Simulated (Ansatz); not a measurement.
Start from TiO2 in the rutile structure (space group P4_2/mnm, No. 136; a = 4.5967 Å, c = 2.9537 Å).

Structures relaxed with Ansatz (an electronic-structure program) r2SCAN, no SOC.

Base:

Simulated powder pattern, Cu Kα1, λ = 1.54056 Å (kinematic, ideal powder, no thermal factors, no anomalous dispersion; the 10 strongest lines at most, above 2 %, up to 2θ = 90°):

```
2θ (°)  I/Imax (%)    hkl
------  ----------  -----
27.42          100  (110)
36.12           46  (101)
41.27           19  (111)
54.33           59  (211)
56.58           18  (220)
62.88          8.4  (002)
64.00          8.6  (310)
68.99           21  (301)
69.90           10  (112)
89.62          8.0  (222)
```

One thing is altered: cell and atoms relaxed at a pressure of 0.7 GPa.

Task: Predict the new powder pattern.

Result: 
Simulated powder pattern, Cu Kα1, λ = 1.54056 Å (kinematic, ideal powder, no thermal factors, no anomalous dispersion; the 10 strongest lines at most, above 2 %, up to 2θ = 90°):

| 2θ (°) | d (Å) | I/Imax (%) | hkl |
|---|---|---|---|
| 27.45 | 3.246 | 100 | (110) |
| 36.15 | 2.483 | 46 | (101) |
| 41.30 | 2.184 | 19 | (111) |
| 54.39 | 1.686 | 59 | (211) |
| 56.66 | 1.623 | 18 | (220) |
| 62.92 | 1.476 | 8.4 | (002) |
| 64.08 | 1.452 | 8.6 | (310) |
| 69.07 | 1.359 | 21 | (301) |
| 69.96 | 1.344 | 10 | (112) |
| 89.72 | 1.092 | 8.0 | (222) |

The indices refer to the base's conventional cell; one index is shown for lines that coincide.

Load acts through the strain it causes; cell and atoms are relaxed under it. Whether these cells are dynamically stable was not tested. All final runs are without spin polarisation.
